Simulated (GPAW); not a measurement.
GPAW run on NbH (I4/mmm, 2 atoms in the cell): self-consistent single point

Computed with LDA (Perdew-Wang 92), GPAW PAW datasets LDA (gpaw-data 1.0.1) (plane waves; GPAW).

Input:

```python
from ase import Atoms
from ase.units import GPa
from gpaw import GPAW, PW, FermiDirac

atoms = Atoms(['Nb', 'H'],
              cell=[[-1.598930, 1.598930, 1.974378],
                    [1.598930, -1.598930, 1.974378],
                    [1.598930, 1.598930, -1.974378]],
              positions=[[0.000000, 0.000000, 0.000000],
                         [0.000000, 0.000000, 1.974378]],
              pbc=True)

calc = GPAW(mode=PW(800),
            xc='LDA',
            kpts=(7, 7, 7),
            occupations=FermiDirac(0.1),
            nbands=-10,
            convergence={'density': 1e-05, 'energy': 1e-05},
            symmetry={'symmorphic': False, 'tolerance': 0.0005},
            maxiter=100,
            txt='-')

atoms.calc = calc

energy = atoms.get_potential_energy()
print('Energy (eV):', round(energy, 6))
forces = atoms.get_forces()
print('Forces (eV/Ang):')
print(forces.round(5))
stress = atoms.get_stress()
print('Stress (GPa, Voigt):', (stress / GPa).round(4))
```

Output (repeated stretches shortened):

```
Input parameters:
  convergence: {density: 1e-05,
                energy: 1e-05}
  kpts: [7 7 7]
  maxiter: 100
  mode: {ecut: 800.0,
         name: pw}
  nbands: -10
  occupations: {fixmagmom: False,
                name: fermi-dirac,
                width: 0.1}
  symmetry: {symmorphic: False,
             tolerance: 0.0005}

species:
  Nb:
    name: Niobium
    Z: 41.0
    valence: 13
    core: 28
    charge: 0.0
    file: Nb.LDA.gz

    # Using partial waves for Nb as LCAO basis

  H:
    name: Hydrogen
    Z: 1.0
    valence: 1
    core: 0
    charge: 0.0
    file: H.LDA.gz

    # Using partial waves for H as LCAO basis

Reference energy: -103807.659017  # eV

Spin-paired calculation

Convergence criteria:
 Maximum [total energy] change in last 3 cyles: 1e-05 eV / valence electron
 Maximum integral of absolute [dens]ity change: 1e-05 electrons / valence electron
 Maximum integral of absolute [eigenst]ate change: 4e-08 eV^2 / valence electron
 Maximum number of scf [iter]ations: 100

Symmetries present (total): 16
Symmetries with fractional translations: 0
343 k-points: 7 x 7 x 7 Monkhorst-Pack grid
40 k-points in the irreducible part of the Brillouin zone
       k-points in crystal coordinates                weights
   0:     0.00000000    0.00000000    0.00000000          1/343
   1:     0.14285714   -0.14285714    0.00000000          4/343
   2:     0.14285714   -0.14285714    0.14285714          4/343
   [... 7 lines left out ...]
          ...
  39:     0.42857143    0.42857143    0.42857143          8/343

Wave functions: Plane wave expansion
  Cutoff energy: 800.000 eV
  Number of coefficients (min, max): 1024, 1061
  Pulay-stress correction: 0.000000 eV/Ang^3 (de/decut=0.000000)

Occupation numbers: Fermi-Dirac:
  width: 0.1000  # eV

Eigensolver

Densities:
  Coarse grid: 20*20*20 grid
  Fine grid: 40*40*40 grid
  Total Charge: 0.000000

Density mixing:
  Method: separate
  Backend: pulay
  Linear mixing parameter: 0.05
  old densities: 5
  Damping of long wavelength oscillations: 50

Hamiltonian:
  XC and Coulomb potentials evaluated on a 40*40*40 grid
  External potential:
    NoExternalPotential

Number of atoms: 2
Number of atomic orbitals: 14
Number of bands in calculation: 17
Number of valence electrons: 14
Bands to converge: occupied

Density initialized from atomic densities
  14 bands from LCAO basis set
  3 bands from random numbers

Atomic positions and initial magnetic moments

Positions:
   0 Nb     0.000000    0.000000    0.000000    ( 0.0000,  0.0000,  0.0000)
   1 H      0.000000    0.000000    1.974378    ( 0.0000,  0.0000,  0.0000)

Unit cell:
           periodic     x           y           z      points  spacing
  1. axis:    yes   -1.598930    1.598930    1.974378    20     0.1243
  2. axis:    yes    1.598930   -1.598930    1.974378    20     0.1243
  3. axis:    yes    1.598930    1.598930   -1.974378    20     0.1131

  Lengths:   3.001887   3.001887   3.001887
  Angles:  115.631761 115.631761  97.748720

Effective grid spacing dv^(1/3) = 0.1362

     iter     time        total  log10-change:
                         energy   eigst   dens
iter:   1 --:--:--   -16.415268
iter:   2 --:--:--   -16.226209   -1.88  -1.07
iter:   3 --:--:--   -15.378558   -1.40  -1.10
iter:   4 --:--:--   -15.379483   -3.64  -1.86
iter:   5 --:--:--   -15.351428   -2.87  -1.87
iter:   6 --:--:--   -15.350233   -4.93  -2.72
iter:   7 --:--:--   -15.349766   -4.83  -2.95
iter:   8 --:--:--   -15.349765   -6.38  -3.68
iter:   9 --:--:--   -15.349766c  -6.73  -3.73
iter:  10 --:--:--   -15.349765c  -7.34  -4.14
iter:  11 --:--:--   -15.349765c  -8.92c -4.93
iter:  12 --:--:--   -15.349765c  -9.34c -5.05c

Converged after 12 iterations.

Dipole moment: (-0.000000, -0.000000, 0.000000) |e|*Ang

Energy contributions relative to reference atoms: (reference = -103807.659017)

Kinetic:         +0.372235
Potential:       -5.291017
External:        +0.000000
XC:             -10.338311
Entropy (-ST):   -0.034426
Local:           -0.075459
SIC:             +0.000000
--------------------------
Free energy:    -15.366978
Extrapolated:   -15.349765

Showing only first 2 kpts
 Kpt  Band  Eigenvalues  Occupancy
  0     5     10.45765    1.99849
  0     6     10.45765    1.99849
  0     7     11.81953    0.00322
  0     8     12.08121    0.00024

  1     5      9.82514    2.00000
  1     6     11.13751    1.19271
  1     7     11.15289    1.11771
  1     8     12.14372    0.00013

Fermi level: 11.17654

No gap
No difference between direct/indirect transitions
Energy (eV): -15.349765

Forces in eV/Ang:
  0 Nb   -0.00000   -0.00000   -0.00000
  1 H     0.00000    0.00000   -0.00000

Stress tensor:
     0.061451     0.000000     0.000000
     0.000000     0.061451     0.000000
     0.000000     0.000000     0.059234
Stress (GPa, Voigt): [9.8456 9.8456 9.4903 0.     0.     0.    ]
```

The run converged in 12 iterations. GPAW prints stress with tension positive.

The starting cell comes from a database of computed structures (which also holds hypothetical and non-ambient phases and stackings), without a prior relaxation at this level. Its lattice was rescaled by up to half a per cent. Spin polarisation is off. With a pressure of about -10 GPa the cell is away from its equilibrium volume at this level.
